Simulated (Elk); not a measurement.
## Convergence study of the basis cutoff for Tc (P-3m1, 2 atoms in the cell)

```
Tc
1.0
    1.36315    -2.36104     0.00000
    1.36315     2.36104     0.00000
    0.00000     0.00000     4.36805
Tc
2
Direct
  0.33333   0.66667   0.26145
  0.66667   0.33333   0.75000
```

Method of the run: PBEsol, all-electron FP-LAPW, Elk's shipped species files, default APW+lo basis (Elk 10.2.4).

Base settings: xctype = 22; swidth = 0.00367493 Ha; ngridk = 5 5 3; rmtscf = 0.9; maxscl = 100.

The second cell is the first with its lattice scaled by 0.98.

The mesh stays at the base's, so the ladder's end is converged at best in this setting alone.

Only quantities that move along the ladder and can be compared are tabulated.

The starting cell has typed, rounded lattice constants, without a prior relaxation at this level. Its lattice was rescaled by up to half a per cent. One atom was moved a little off its site on purpose. Spin polarisation is off. Values depend on the basis (sphere radii, cutoffs, local orbitals), which need not be converged. Without a gap this mesh is coarse (it stands for a supercell whose shortest vector is 13 Å).

```csv
rgkmax,free energy less the last step's (meV/atom),energy of the compressed cell less the first (meV/atom)
4.14,8915.79,118.19
4.43,6601.90,-131.71
4.7,5206.94,-67.20
4.95,4084.62,-61.65
5.19,3296.37,-107.72
5.42,2727.78,-189.12
5.86,1556.58,51.15
6.26,927.94,1.87
6.64,508.71,35.15
7.34,144.75,61.88
7.67,77.43,62.10
8.13,31.35,62.61
8.57,11.59,62.45
9.26,0.00,64.85
```

Coarsest rgkmax that holds the energy of the compressed cell less the first within 2 meV/atom: not settled: the last two steps still differ by 2.4 meV/atom, over half the tolerance, so the ladder does not show it.

Coarsest rgkmax that holds the free energy within 5 meV/atom: not settled: the last two steps still differ by 12 meV/atom, over half the tolerance, so the ladder does not show it.

Two neighbours can agree and both be off: 7.34 and 7.67 differ by 0.21 meV/atom in the energy of the compressed cell less the first, yet lie about 2.8 meV/atom from the last step.
